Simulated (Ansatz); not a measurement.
Here is the structure after relaxation of a nanostructure in its periodic cell:

```xyz
32
Lattice="3.868 0.000 0.000 -1.934 3.350 0.000 0.000 0.000 57.000" Properties=species:S:1:pos:R:3 pbc="T T T"
Si     0.028     0.021     7.593
Si     0.028     2.247     8.371
Si     0.026     2.214    10.739
Si     1.960     1.098    11.527
Si     1.959     1.098    13.895
Si     0.025    -0.019    14.684
Si     0.023    -0.019    17.052
Si     0.023     2.214    17.841
Si     0.022     2.214    20.210
Si     1.955     1.097    20.999
Si     1.955     1.097    23.368
Si     0.020    -0.019    24.157
Si     0.020    -0.019    26.526
Si     0.020     2.214    27.316
Si     0.019     2.214    29.684
Si     1.953     1.097    30.474
Si     1.952     1.097    32.842
Si     0.018    -0.019    33.632
Si     0.018    -0.019    36.001
Si     0.018     2.214    36.790
Si     0.017     2.214    39.159
Si     1.951     1.098    39.948
Si     1.951     1.098    42.316
Si     0.017    -0.019    43.105
Si     0.017    -0.019    45.473
Si     0.017     2.214    46.261
Si    -0.012     2.230    48.630
Si     1.916     1.117    49.407
O      0.028     0.143     5.909
O      1.810     1.178    51.091
H      0.039    -0.710     5.444
H      2.548     0.749    51.556
```

k-points: Γ-centred 8×8×1 mesh; occupations: Fermi-Dirac, 0.020 eV; spin polarisation not allowed. Spin-orbit coupling is left out.

 The in-plane lattice is held at the bulk value.

Q: Is it metallic, and what gap and level positions does PBE (Ansatz, a first-principles code) give?

A: 
* **electronic character**: not metallic
* **Kohn-Sham band gap**: 0.62 eV
* **character of the gap on the mesh and a band path of the cell's zone**: indirect (the cell's symmetry is low, so an edge off the path may lie nearer)
* **k-point of the valence-band top (reciprocal lattice units)**: (0.000, 0.000, 0.000)
* **k-point of the conduction-band bottom (reciprocal lattice units)**: (0.444, 0.000, 0.000)
* **depth of the highest filled level under the vacuum level**: 4.34 eV
* **depth of the lowest empty level under the vacuum level**: 3.72 eV
* **weight of the highest filled level on the outer atoms and the ending**: 0.26
* **weight of the lowest empty level on the outer atoms and the ending**: 0.01
